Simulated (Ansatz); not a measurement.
The reference is CaF$_{2}$ in the fluorite structure (space group Fm-3m, No. 225; a = 5.421 Å).

Now apply this change: a hydrostatic pressure of 3 GPa.

Levels (all Ansatz, a program for electronic structure, PAW): PBEsol (420 eV, no spin-orbit coupling); r2SCAN (500 eV, no SOC); HSE06 (420 eV, no spin-orbit coupling).

At the geometry relaxed with PBEsol, these levels gave the following band gaps, in shuffled order: (a) 9.73 eV, (b) 8.29 eV, (c) 7.44 eV.

**Question.** Match each gap to its level.

**Answer.** (a) HSE06; (b) r2SCAN; (c) PBEsol.

Single points use the geometry relaxed with PBEsol. HSE06 gaps are upper bounds (no full band path). Load acts through the strain it causes; cell and atoms are relaxed under it. Whether these cells are dynamically stable was not tested.
